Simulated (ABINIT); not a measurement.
Worked example: self-consistent single point of Ba₃Bi₂ (Pm-3m, 5 atoms in the cell) in ABINIT.

Method: LDA (PW92), norm-conserving pseudopotentials (PseudoDojo nc-sr-04 LDA standard) (plane waves; ABINIT).

The change in words: lattice scaled by 0.98. Reference geometry:
```xyz
5
Lattice="6.4628 0.0000 0.0000 0.0000 6.4628 0.0000 0.0000 0.0000 6.4628" Properties=species:S:1:pos:R:3 pbc="T T T"
Ba     0.0000     3.2314     3.2314
Ba     3.2314     0.0000     3.2314
Ba     3.2314     3.2314     0.0000
Bi     0.0000     0.0000     0.0000
Bi     3.2314     3.2314     3.2314
```

Reference input (self-consistent single point, DFT, LDA (PW92), plane waves, norm-conserving pseudopotentials (PseudoDojo nc-sr-04 LDA standard)): pseudos = [Ba.upf, Bi.upf]; ecut = 35 Ha; occopt = 3; tsmear = 0.00183747 Ha; ngkpt = 5 5 5; nshiftk = 1; shiftk = 0 0 0; potentials = PseudoDojo nc-sr-04 LDA standard; nband = 39; kptopt = 1; nstep = 60; tolvrs = 1e-12. This run's input differs from it in these lines:

```diff
@@ -5,5 +5,5 @@
 rprim
-        12.2129106599    0.0000000000    0.0000000000
-         0.0000000000   12.2129106599    0.0000000000
-         0.0000000000    0.0000000000   12.2129106599
+        11.9686522199    0.0000000000    0.0000000000
+         0.0000000000   11.9686522199    0.0000000000
+         0.0000000000    0.0000000000   11.9686522199
 natom 5
```

Log, with long lists cut:

```
--- !BeginCycle
solver: {iscf: 7, nstep: 60, nline: 4, wfoptalg: 0, }
tolerances: {tolvrs: 1.00E-12, }
...

     iter   Etot(hartree)      deltaE(h)  residm     vres2
 ETOT  1  -247.16579675704    -2.472E+02 4.668E-01 5.253E+02
 ETOT  2  -247.67061791828    -5.048E-01 4.328E-03 6.819E+01
 ETOT  3  -247.67452414075    -3.906E-03 2.833E-03 1.175E+01
 ETOT  4  -247.67521468235    -6.905E-04 1.516E-03 1.487E+00
 ETOT  5  -247.67528838514    -7.370E-05 3.354E-04 1.599E-01
   [... 20 lines left out ...]
 ETOT 26  -247.67530492688    -6.850E-12 8.869E-06 1.614E-11
 ETOT 27  -247.67530492687     6.224E-12 5.803E-06 1.102E-11
 ETOT 28  -247.67530492687    -2.160E-12 6.601E-06 2.764E-12
 ETOT 29  -247.67530492687    -1.648E-12 4.284E-06 8.558E-13
 At SCF step   29       vres2   =  8.56E-13 < tolvrs=  1.00E-12 =>converged.

 Cartesian components of stress tensor (hartree/bohr^3)
  sigma(1 1)= -2.30209765E-05  sigma(3 2)=  0.00000000E+00
  sigma(2 2)= -2.30209765E-05  sigma(3 1)=  0.00000000E+00
  sigma(3 3)= -2.30209765E-05  sigma(2 1)=  0.00000000E+00

 ----iterations are completed or convergence reached----

 reduced coordinates (array xred) for    5 atoms
       0.000000000000      0.500000000000      0.500000000000
       0.500000000000      0.000000000000      0.500000000000
       0.500000000000      0.500000000000      0.000000000000
       0.000000000000      0.000000000000      0.000000000000
       0.500000000000      0.500000000000      0.500000000000
 cartesian forces (eV/Angstrom) at end:
    1     -0.00000000000000    -0.00000000000000    -0.00000000000000
   [... lines left out ...]
 Fermi (or HOMO) energy (eV) =   4.14940   Average Vxc (eV)=  -8.32473
   [... lines left out ...]
total_energy        : -2.47675304926874E+02
total_energy_eV     : -6.73958779500772E+03
band_energy         : -2.44616409643446E+01
...

-Cartesian components of stress tensor (GPa)         [Pressure=  6.7730E-01 GPa]
- sigma(1 1)= -6.77300399E-01  sigma(3 2)=  0.00000000E+00
- sigma(2 2)= -6.77300399E-01  sigma(3 1)=  0.00000000E+00
- sigma(3 3)= -6.77300399E-01  sigma(2 1)=  0.00000000E+00

 Calculation completed.
```

The run converged in 29 iterations. Against the reference run the free energy is nearly the same (within 1 meV/atom) and the pressure goes from -0.69 to 0.68 GPa.

The starting cell comes from a database of computed structures (which also holds hypothetical and non-ambient phases and stackings), without a prior relaxation at this level. Its lattice was rescaled by a random factor within 2.5 % of one. For this run, on top of that: lattice scaled by 0.98.

Cost on one core of a shared machine: roughly 8 min.
